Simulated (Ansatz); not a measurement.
## HgSe (model structure, from the WC type, P-6m2, No. 187): properties by level of theory

| level (code) | lattice constant a (Å) | lattice parameter c (Å) |
|---|---|---|
| PBE (Ansatz) | 3.999 | 3.635 |
| PBEsol (Ansatz) | 3.888 | 3.583 |
| PBE-D3(BJ) (Ansatz) | 3.900 | 3.632 |

Ansatz's density-functional and Hartree–Fock values are scalar-relativistic unless marked +SOC, with PAW data made under PBE.

Computed values are for the static lattice.

A model structure was made by putting elements into a prototype or built by hand; it is no filed structure, need not be a known phase, and can be a saddle point held by its symmetry.

Ansatz is a program for electronic structure.
